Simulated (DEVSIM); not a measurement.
## abrupt Si p-n junction

Structure: abrupt Si p-n junction, at 400 K.

```csv
layer (left to right),material,thickness (μm),Nd (cm⁻³),Na (cm⁻³),τn (s),τp (s)
1,Si,8.10,-,5.6e17,3e-7,3e-7
2,Si,0.460,3.6e16,-,3e-7,3e-7
```

Left contact: ohmic. Right contact: ohmic. Voltage is applied to the left contact. Recombination: SRH at mid-gap, Auger. Mobility is μmin + (μ − μmin)/(1 + (N/Nref)^α).

This is a model device: material constants are rounded textbook-type values typed into the input, and sizes, dopings and lifetimes were drawn at random. Values at 300 K; Nc and Nv go as T^1.5, mobilities as T to minus their exponent, the gap by Varshni's rule with the affinity fixed.

```tsv
parameter	Si
gap (eV)	1.124
affinity (eV)	4.05
permittivity	11.7
Nc (cm⁻³)	2.86e19
Nv (cm⁻³)	3.1e19
μn (cm²/Vs)	1417
μp (cm²/Vs)	470
μn,min	52
μp,min	45
Nref,n	9.7e16
Nref,p	2.2e17
αn	0.68
αp	0.72
T exponent of μn	2.3
T exponent of μp	2.2
Cn (cm⁶/s)	2.8e-31
Cp (cm⁶/s)	9.9e-32
Varshni α (eV/K)	0.000473
Varshni β (K)	636
```

DEVSIM, 1D drift-diffusion, Boltzmann statistics, complete ionisation; no tunnelling, impact ionisation, image-force lowering or self-heating.

| Quantity | Result |
|---|---|
| Potential step across the device at zero bias | 0.698 V |
| Largest field in the device at zero bias | 86000 V/cm |
| Dark forward voltage at 1 A/cm² | 0.362 V |
| Dark forward voltage at 100 A/cm² | 0.535 V |

Small-signal capacitance in reverse bias (quasi-static):

```
V (V)  C (nF/cm²)
-----  ----------
-0.1         62.4
-0.25        56.7
-0.5         49.9
-0.75        45.1
-1           41.5
-1.5         36.3
-2           32.6
-2.5         29.8
```

Dark reverse current:

```
V (V)  J (A/cm²)
-----  ---------
-0.10    -3.6e-5
-0.25    -4.2e-5
-0.50    -5.0e-5
-0.75    -5.7e-5
-1.00    -6.4e-5
-1.50    -7.8e-5
-2.00    -9.2e-5
-2.50   -0.00011
```
